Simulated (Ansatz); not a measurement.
Band structure of YbIr₂ (Fd-3m, 6 atoms in the cell).

```
CELL_PARAMETERS angstrom
      0.00000     3.76837     3.76837
      3.76837     0.00000     3.76837
      3.76837     3.76837     0.00000
ATOMIC_POSITIONS crystal
  Yb 0.00000 0.00000 0.00000
  Yb 0.25000 0.25000 0.25000
  Ir 0.12500 0.62500 0.62500
  Ir 0.62500 0.62500 0.12500
  Ir 0.62500 0.12500 0.62500
  Ir 0.62500 0.62500 0.62500
```

Computed with PBEsol, PAW files made with PBE (plane waves; Ansatz, a first-principles code).

Settings: basis.ecutwfc = 420 eV; kpoints.mp_grid.grid = 8 8 8; hamiltonian.xc = pbesol; hamiltonian.pseudopotentials = {kind: paw} (the program's default PAW files); scf.occupations.method = gaussian; scf.occupations.width = 0.05 eV; kpoints.band_path.npoints = 8.

The starting cell comes from a database of computed structures (which also holds hypothetical and non-ambient phases and stackings), without a prior relaxation at this level. Spin-orbit coupling is off. Spin polarisation is off.

Levels in eV from the Fermi level, bands 55 to 62:
```csv
point,55,56,57,58,59,60,61,62
Γ,-0.05,-0.05,0.30,0.30,0.65,0.65,0.65,1.26
X,-0.25,-0.25,-0.23,-0.23,-0.13,-0.13,1.13,1.13
W,-0.21,-0.21,-0.17,-0.17,0.27,0.27,1.19,1.19
K,-0.21,-0.20,-0.16,-0.15,-0.03,0.22,1.02,1.54
L,-0.24,-0.21,-0.01,0.04,0.04,1.59,2.12,2.12
U,-0.21,-0.20,-0.16,-0.15,-0.03,0.22,1.02,1.54
```

Bands cross the Fermi level along this path, so the cell is metallic at this level.

Keys are those of Ansatz 0.2.
